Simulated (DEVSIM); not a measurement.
Device: Cr/SiON/p-Si capacitor, at 300 K.

```csv
layer (left to right),material,thickness (nm),Na (cm⁻³)
1,SiON,7.00,-
2,Si,1400,1.8e17
```

Metal gate on the left, work function 4.5 eV. Fixed charge at the semiconductor interface 4.1e10 cm⁻² (in units of +e); no interface traps.

Constants are typed, rounded textbook-type inputs, not results; the design itself was drawn at random and stands for no fabricated device. Values at 300 K.

```csv
parameter,SiON,Si
gap (eV),7,1.124
affinity (eV),1.4,4.05
permittivity,5.5,11.7
Nc (cm⁻³),-,2.86e19
Nv (cm⁻³),-,3.1e19
```

DEVSIM, 1D Poisson equation in equilibrium, Boltzmann statistics, complete ionisation; no quantum confinement or tunnelling. Metal contacts follow the ideal Schottky-Mott rule: no Fermi-level pinning, no interface dipoles.

Tabulate band edges, carrier densities and field at 0.2 V on the gate.

Energies count from the Fermi level of the right contact; mesh points crowd at the junctions.

| x (μm) | Ec (eV) | Ev (eV) | n (cm⁻³) | p (cm⁻³) | field (V/cm) |
|---|---|---|---|---|---|
| 0.000 | 2.900 | -4.100 | < 1e2 | < 1e2 | 330000 |
| 0.001061 | 2.936 | -4.064 | < 1e2 | < 1e2 | 330000 |
| 0.002759 | 2.992 | -4.008 | < 1e2 | < 1e2 | 330000 |
| 0.004830 | 3.062 | -3.938 | < 1e2 | < 1e2 | 330000 |
| 0.006664 | 3.123 | -3.877 | < 1e2 | < 1e2 | 330000 |
| 0.007642 | 0.494 | -0.629 | 1.4e11 | 8.2e8 | 160000 |
| 0.009510 | 0.524 | -0.600 | 4.5e10 | 2.6e9 | 160000 |
| 0.01500 | 0.606 | -0.518 | 1.9e9 | 6.2e10 | 140000 |
| 0.02448 | 0.728 | -0.396 | 1.7e7 | 6.8e12 | 120000 |
| 0.04378 | 0.898 | -0.226 | 24000 | 4.9e15 | 62000 |
| 0.08307 | 0.988 | -0.136 | 720 | 1.6e17 | 2900 |
| 0.1984 | 0.991 | -0.133 | 650 | 1.8e17 | ≈ 0 |
| 0.3979 | 0.991 | -0.133 | 650 | 1.8e17 | ≈ 0 |
| 0.7747 | 0.991 | -0.133 | 650 | 1.8e17 | ≈ 0 |
| 1.163 | 0.991 | -0.133 | 650 | 1.8e17 | ≈ 0 |
| 1.283 | 0.991 | -0.133 | 650 | 1.8e17 | ≈ 0 |
| 1.347 | 0.991 | -0.133 | 650 | 1.8e17 | ≈ 0 |
| 1.378 | 0.991 | -0.133 | 650 | 1.8e17 | ≈ 0 |
| 1.397 | 0.991 | -0.133 | 650 | 1.8e17 | ≈ 0 |
| 1.402 | 0.991 | -0.133 | 650 | 1.8e17 | ≈ 0 |
| 1.405 | 0.991 | -0.133 | 650 | 1.8e17 | ≈ 0 |
| 1.407 | 0.991 | -0.133 | 650 | 1.8e17 | ≈ 0 |
